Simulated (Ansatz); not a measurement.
Start from a 24-atom supercell of ZnGeP$_{2}$ in the chalcopyrite structure (space group I-42d, No. 122; a = 5.4242 Å, c = 10.7095 Å) at its relaxed geometry.

Calculations: DFT with PBEsol, PAW potentials and a 420 eV plane-wave cutoff in Ansatz (a first-principles code), no SOC.

One neutral defect a cell, atoms relaxed at fixed cell.

One change was made to it. Results:

| quantity | base | after |
|---|---|---|
| gap of the supercell | 1.12 eV | zero |
| total moment of the cell | – | 0.0 μB |
| largest displacement of a host atom from its site in the perfect cell | – | 0.28 Å |
| pressure | 0.0 GPa | 0.7 GPa |

Task: What was done to the base?
(A) Zn on a Ge site (antisite)
(B) P on a Zn site (antisite)
(C) Zn vacancy

Result: B, P on a Zn site (antisite). For comparison, the pressure in the other runs: Zn vacancy gives -2.6 GPa; Zn on a Ge site (antisite) gives -0.4 GPa.

The magnetic state is the one reached from the starting moments; the real material's order can differ, and small cells can't hold many antiferromagnetic ones. In so small a cell the defect repeats every few ångströms: this is an ordered compound, not a dilute defect. The mesh was chosen for an insulator and is coarse for the gapless case. Starting moments died away, wholly or in part, for P on a Zn site (antisite), Zn vacancy and Zn on a Ge site (antisite); another magnetic solution may exist.
